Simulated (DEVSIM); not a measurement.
**abrupt GaAs p-n junction**

Structure: abrupt GaAs p-n junction, at 300 K.

```csv
layer (left to right),material,thickness (μm),Nd (cm⁻³),Na (cm⁻³),τn (s),τp (s)
1,GaAs,0.590,-,5.1e15,6.5e-9,6.5e-9
2,GaAs,160,2.3e15,-,6.5e-9,6.5e-9
```

Left contact: ohmic. Right contact: ohmic. Voltage is applied to the left contact. Recombination: SRH at mid-gap, Auger. Mobility is constant in doping.

Constants are typed, rounded textbook-type inputs, not results; the design itself was drawn at random and stands for no fabricated device. Values at 300 K.

```
parameter        GaAs
-------------  ------
gap (eV)        1.424
affinity (eV)    4.07
permittivity     12.9
Nc (cm⁻³)      4.7e17
Nv (cm⁻³)        9e18
μn (cm²/Vs)      8500
μp (cm²/Vs)       400
Cn (cm⁶/s)      1e-30
Cp (cm⁶/s)      1e-30
```

Simulated with DEVSIM: 1D drift-diffusion, Boltzmann statistics, complete ionisation; no tunnelling, impact ionisation, image-force lowering or self-heating.

| Property | Result |
|---|---|
| Potential step across the device at zero bias | 1.093 V |
| Largest field in the device at zero bias | 22000 V/cm |
| Dark forward voltage at 1 A/cm² | 0.906 V |
| Dark forward voltage at 100 A/cm² | 1.533 V |

Dark forward current:

| V (V) | J (A/cm²) |
|---|---|
| 0.05 | 2.3e-10 |
| 0.10 | 8.1e-10 |
| 0.20 | 6.6e-9 |
| 0.25 | 1.8e-8 |
| 0.30 | 4.9e-8 |
| 0.40 | 3.7e-7 |
| 0.45 | 1.0e-6 |
| 0.55 | 9.3e-6 |
| 0.60 | 3.2e-5 |
| 0.65 | 0.00013 |
| 0.75 | 0.0038 |
| 0.80 | 0.023 |
| 0.85 | 0.15 |
| 0.95 | 3.4 |
| 1.00 | 8.4 |
| 1.10 | 23 |
| 1.15 | 31 |
| 1.20 | 40 |
| 1.30 | 57 |
| 1.35 | 66 |
| 1.40 | 75 |
| 1.50 | 94 |
| 1.55 | 100 |
| 1.65 | 120 |
| 1.70 | 130 |
| 1.75 | 140 |
| 1.85 | 160 |
| 1.90 | 170 |

Dark reverse current:

```tsv
V (V)	J (A/cm²)
-0.10	-2.0e-10
-0.25	-3.9e-10
-0.50	-6.8e-10
-0.75	-9.4e-10
-1.00	-1.2e-9
-1.50	-1.6e-9
-2.00	-2.0e-9
-2.50	-2.4e-9
-3.25	-2.9e-9
-4.00	-3.3e-9
-5.00	-3.8e-9
```
